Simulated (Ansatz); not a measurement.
```
CELL_PARAMETERS angstrom
      0.00000     2.38394     2.38394
      2.38394     0.00000     2.38394
      2.38394     2.38394     0.00000
ATOMIC_POSITIONS crystal
  B  0.00000 0.00000 0.00000
  As 0.25000 0.25000 0.25000
```

Calculation: PBE with spin-orbit coupling, rigid bands (plane waves, PAW; Ansatz, a quantum-chemistry and plane-wave program). Geometry: cell and atoms relaxed with PBEsol.

**Question.** What conductivity effective mass do dilute holes have at 300 K?

**Answer.** 0.35 mₑ.

**Question.** What conductivity effective mass do dilute electrons have at 300 K?

**Answer.** 0.31 mₑ.

**Question.** And the band gap?

**Answer.** 1.12 eV at this level; semilocal functionals usually fall short of the measured gap.

Rigid bands, one relaxation time for all states, no polarons. Geometry: cell and atoms relaxed with PBEsol.
